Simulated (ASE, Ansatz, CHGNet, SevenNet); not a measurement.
**CsCl-type NiAl: properties by level of theory**

Reference values: lattice constant a 2.882 Å (measured, extrapolated to 0 K, zero-point anharmonic expansion removed (Haas, Tran, Blaha 2009); as tabulated in Levämäki et al. (2014), arXiv:1402.3671); formation enthalpy -0.640 ± 0.01 eV/atom (measured, 298 K, copied from a table, unchecked, no zero-point or thermal correction; as tabulated in Wang et al. (2021), doi:10.1038/s41598-021-94550-5).

| level (code) | lattice parameter a (Å) | formation enthalpy (eV/atom) |
|---|---|---|
| EMT (ASE) | 3.049 | 0.348 |
| CHGNet-r²SCAN | (withheld) | -0.707 |
| SevenNet-0 | 2.886 | -0.670 |
| SevenNet-l3i5 | 2.886 | -0.679 |
| rVV10 (Ansatz) | (withheld) | (withheld) |

Q: What belongs in the gaps?

A: 
- CHGNet-r²SCAN, lattice parameter a (Å): 2.862
- rVV10 (Ansatz, a program for electronic structure), lattice parameter a (Å): 2.899
- rVV10 (Ansatz), formation enthalpy (eV/atom): -0.648

Differences from the reference values (errors of the level alone only where the reference is corrected to a static lattice):

| level | lattice constant a (%) | formation enthalpy (eV/atom) |
|---|---|---|
| EMT | +5.79 | +0.988 |
| CHGNet-r²SCAN | -0.69 | -0.067 |
| SevenNet-0 | +0.14 | -0.030 |
| SevenNet-l3i5 | +0.14 | -0.039 |
| rVV10 | +0.59 | -0.008 |

Nearest: lattice constant a, not ranked (one source); formation enthalpy, not ranked (one source).

Empirical potentials (EMT) are fitted to chosen data: where that held the value shown, agreement is built in, and what lay outside the fit can be far off. Machine-learned potentials (CHGNet-r²SCAN, SevenNet-0, SevenNet-l3i5) are trained on DFT data: a solid inside that data is no test of them.

Ansatz's density-functional and Hartree–Fock values are scalar-relativistic unless marked +SOC, with PAW data made under PBE.

The crystal itself was run without spin with rVV10; a magnetic state was not tried in these runs.

Differences are worked out from the printed values.

Computed values are for the static lattice.
